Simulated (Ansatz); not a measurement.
Li2S (antifluorite type), cell Li64S32, started from the crystal [in the run: the framework stayed ordered while some atoms moved; mean temperature 1126 K (target 1230 K); density 1.44 g/cm³, volume +13 % from the start crystal's; Γ point only, which a denser mesh shifts by 0.0 GPa in pressure and 0.00 eV/Å in forces].  Bonds are counted up to Li-S 3.74 Å.

**Question.** What distribution of S-Li-S angles does Ansatz (a program for electronic structure) with PBE give?

**Answer.** mean 108°, standard deviation 14°.
```
angle (°) | p (1/°)
     52.5 |  0.0000
     55.5 |  0.0000
     58.5 |  0.0000
     61.5 |  0.0001
     64.5 |  0.0002
     67.5 |  0.0004
     70.5 | # 0.0007
     73.5 | # 0.0013
     76.5 | ## 0.0020
     79.5 | ### 0.0033
     82.5 | #### 0.0046
     85.5 | ###### 0.0064
     88.5 | ######### 0.0097
     91.5 | ############ 0.0134
     94.5 | ################# 0.0181
     97.5 | ###################### 0.0235
    100.5 | ######################### 0.0266
    103.5 | ############################# 0.0306
    106.5 | ############################## 0.0322
    109.5 | ############################# 0.0311
    112.5 | ########################### 0.0286
    115.5 | ####################### 0.0250
    118.5 | ################## 0.0195
    121.5 | ############## 0.0150
    124.5 | ########### 0.0113
    127.5 | ######## 0.0085
    130.5 | ##### 0.0059
    133.5 | #### 0.0038
    136.5 | ## 0.0025
    139.5 | ## 0.0019
    142.5 | # 0.0014
    145.5 | # 0.0010
    148.5 | # 0.0008
    151.5 | # 0.0006
    154.5 | # 0.0006
    157.5 | # 0.0006
    160.5 |  0.0005
    163.5 |  0.0005
```
